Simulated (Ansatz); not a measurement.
Structures of equal composition on the (111) surface of fcc Ni, ferromagnetic: clean 1x1; top plane shifted to the other hollow. The slabs share one bottom face, and each structure is named by its start. These are constructed structures in small cells; real faces may alloy, dewet or reconstruct in larger ones, and not all known structures of the face are among them. Slabs of about 10 Å with all that they carry, Fermi-Dirac smearing of 0.1 eV. Bottom of the slabs: a bare face, its two planes held. Relaxed from the named starts with such symmetry as they have, on meshes of like density; energies extrapolated to zero smearing; no spin-orbit coupling, no U. Spin-polarised runs, if any, are marked in brackets, and their order is one that fits the cell; the others ran without spin. Where a second, spin-polarised start was run, the lower counts.

The numbers are results of PBE (plane waves to 420 eV, PAW; Ansatz, a program for electronic structure), not measurements.

**Question.** Put the candidates in order of energy per 1x1 cell, lowest first, for PBE.

**Answer.** clean 1x1 (0.000 eV [spin, 3.9 μB a cell]), top plane shifted to the other hollow (0.026 eV [spin, 3.9 μB a cell])
